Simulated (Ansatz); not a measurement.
Base system: ZrP (space group P6_3/mmc, No. 194; a = 3.662 Å, c = 12.484 Å; a cell from a computed database, its experimental status unchecked). Axes: x lies along a and z along c of the hexagonal cell.

Computed with PBEsol (Ansatz, a program for electronic structure, PAW, spin-orbit coupling left out).

Base values:

- Shortest interatomic distance: 2.561 Å
- Pressure: 0.0 GPa
- Band gap: zero

It is then changed as follows: compressive biaxial strain of 0.84 % in the plane normal to [001], as in epitaxy on a mismatched substrate; the out-of-plane cell vector and the atoms relax.

Task: Predict the new shortest interatomic distance, pressure and band gap.

Result: The shortest interatomic distance drops by 0.007 Å (2.561 Å → 2.554 Å); the pressure (mean of the normal stresses, compression positive) goes from zero to 1.3 GPa; the band gap is still zero.

Without a gap, meshes like the base's 15×15×4 leave anisotropic stresses uncertain by several tenths of a GPa, and small strain energies with them. Stability against distortions was not tested. The final runs are not spin-polarised.
